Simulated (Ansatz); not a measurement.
# CaMnO3 in the cubic perovskite structure (space group Pm-3m, No. 221; ferromagnetic; a cell from a computed database, its experimental status unchecked)

Space group Pm-3m (No. 221); a = b = c = 3.7186 Å, α = β = γ = 90.00°

```
atom  site  symmetry       x       y       z
----  ----  --------  ------  ------  ------
Ca      1b      m-3m  0.5000  0.5000  0.5000
Mn      1a      m-3m  0.0000  0.0000  0.0000
O       3d    4/mm.m  0.0000  0.0000  0.5000
```

Calculations: PBEsol, PAW, 420 eV (Ansatz, a quantum-chemistry and plane-wave program; without spin-orbit coupling). k-mesh 13×13×13 (Γ-centred); smearing 0.05 eV (Fermi–Dirac).

| Quantity | Value |
|---|---|
| Volume per atom | 10.28 Å³ |
| Density | 4.62 g/cm³ |
| Band gap | zero |
| Magnetic state | ferromagnetic |
| Total energy | -1469.769 eV/atom (σ→0; compares only within this code and set-up) |

Whether these cells are dynamically stable was not tested. No Hubbard U is applied and the magnetic state is the run's own (CaMnO3 ferromagnetic); other magnetic orders, which need larger cells, were not tried and can change the gap. Many cubic perovskites are stable only at high temperature; tilts and polar distortions were not tested.
